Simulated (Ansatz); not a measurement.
## Competing hops of interstitial As in silicon strained by +1.5 % along x and y, z held, charge state -1

System: interstitial As in silicon strained by +1.5 % along x and y, z held (charge state -1). Calculation: PBE, PAW (plane waves to 420 eV; Ansatz, a program for electronic structure).

Cell of 64 host sites held at the strained lattice (strain from the relaxed PBE one, atoms relaxed); a 2×2×2 k-point mesh shifted by half a step; Fermi-Dirac width 0.01 eV, spin-restricted; finite-size errors left in. No zero-point or tunnelling terms. The charge state is imposed; whether it is stable for some Fermi level was not computed. Sites that were not tried may lie lower.

Barriers: single points on a 3×3×3 k-point mesh shifted by half a step at the bands' geometries.

| Route | Start site over the lowest site run (eV) | Hop (Å) | Forward barrier (eV) | Backward barrier (eV) | Neighbours at the start | Neighbours at the saddle | Saddle order | Forward, on the band's own sampling (eV) |
|---|---|---|---|---|---|---|---|---|
| a direct jump of one As atom | 0.00 | 1.35 | 0.10 | 0.10 | Si at 2.29, Si at 2.30, Si at 2.63, Si at 2.64, Si at 2.91, Si at 2.92 Å | Si at 2.27, Si at 2.32, Si at 2.68, 2 Si at 2.86 Å | not checked, on a symmetry element | 0.10 |

Paths come from climbing-image nudged elastic band runs.  A band can be held on a symmetry element, so unchecked saddle points there may be too high. A further band (a concerted move, in which As travels most, 1.34 Å) gave 0.52 eV forward on its own sampling, 0.52 eV above the lowest site run, but at one of its points the charge lies in the host's bands or the defect's levels are part-filled, so it is not taken as a result.

The whole set of runs took around 5 core-hours (rough).
